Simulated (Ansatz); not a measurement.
White tin (β-Sn), treated with B3LYP (VWN-RPA form) (Ansatz, a first-principles code, PAW).

Input file:

Ansatz 0.2 input:
```yaml
crystal:
  lattice:
    - [-3.0108744507, 3.0108744507, 1.6278128804]
    - [3.0108744507, -3.0108744507, 1.6278128804]
    - [3.0108744507, 3.0108744507, -1.6278128804]
  atoms:
    - { symbol: Sn, position: [0.25, 0.75, 0.5] }
    - { symbol: Sn, position: [0.0, 0.0, 0.0] }
basis:
  ecutwfc: 460
  ecutrho_ratio: 4
  xc_grid: 2
kpoints:
  mp_grid: { grid: [10, 10, 10] }
hamiltonian:
  xc: b3lyp
  dispersion: none
  pseudopotentials: { kind: paw }
scf:
  occupations: { method: fermi_dirac, width: 0.05 }
  convergence: { dr2_threshold: 0.0000000002 }
output:
  forces: true
  stress: true
  eigenvalues: true
```

Output (set-up and result lines):

```
WARN output.stress: scf.exx.energy_threshold = 1e-6 eV is looser than the 2e-8 eV advised for a stress under a hybrid functional (1e-8 eV for each atom of the …
Crystal: 2 atoms, lattice volume = 59.027 Å³
Basis set: ecut = 460 eV, 1301 PW (Γ), exchange–correlation on 64×64×64 points (8 copies of the dense FFT grid, shifted against one another)
Bands: 18, of which v1, the nominal top of the filled ones, is band 14 counted from 1 (13 counted from 0)
Symmetry: 16 space group operations
Space group: I41/amd (ITA 141), of the structure as read, at distance tolerance 3.9e-5 Å
k-points: 102 of 1000
Functional: x = 0.1 slater + 0.9 b88, c = 0.19 vwn_rpa + 0.81 lyp, warm-up for x = 0.08 slater + 0.72 b88 + 0.2 exact, c = 0.19 vwn_rpa + 0.81 lyp
SCF iter   1: F=—  HF=-12070.829107 eV  |F-HF|=—  |Δ(HF+E_count)|=         —  Δρ=6.03e-3  dr2=2.02e-2
SCF iter   2: F=—  HF=-12070.827525 eV  |F-HF|=—  |Δ(HF+E_count)|=   1.58e-3  Δρ=3.78e-3  dr2=1.01e-2
  ...
SCF 1 converged in 9 iterations: F = -12070.825987 eV  dr2 = 1.18e-11
Crystal: 2 atoms, lattice volume = 59.027 Å³
Initial density: handed on by an earlier stage of this run
Functional: x = 0.08 slater + 0.72 b88 + 0.2 exact, c = 0.19 vwn_rpa + 0.81 lyp
Crystal: 2 atoms, lattice volume = 59.027 Å³
SCF iter   4: F=—  HF=-12076.836203 eV  |F-HF|=—  |Δ(HF+E_count)|=   3.56e-9  Δρ=9.07e-7  dr2=7.46e-10
SCF iter   5: F=-12076.836203 eV  HF=-12076.836203 eV  |F-HF|=8.73e-11  |Δ(HF+E_count)|=  8.19e-11  Δρ=6.19e-7  dr2=1.35e-10
SCF 3 converged in 5 iterations: F = -12076.836203 eV  dr2 = 1.35e-10
Free energy (F): -12076.836203 eV
Internal energy: -12076.834446 eV  (E = F + TS)
E sigma→0 (E₀):  -12076.835325 eV
Fermi energy:    9.768084 eV
--- Forces (eV/Å), atoms counted from 1 ---
  atom   1  Sn    -0.00000000     0.00000000     0.00000000
  atom   2  Sn     0.00000000     0.00000000     0.00000000
--- Stress (GPa, compression-positive) ---
        0.007836       0.000000       0.000000
        0.000000       0.007836       0.000000
        0.000000      -0.000000      -0.002318
  P = ⅓ Tr σ = 0.0045 GPa (0.045 kbar)
```

The PAW data were made under PBE.

Note: the run warned that the count of filled bands differs between k points.

It cost around 9 core-minutes (rough) of CPU time.
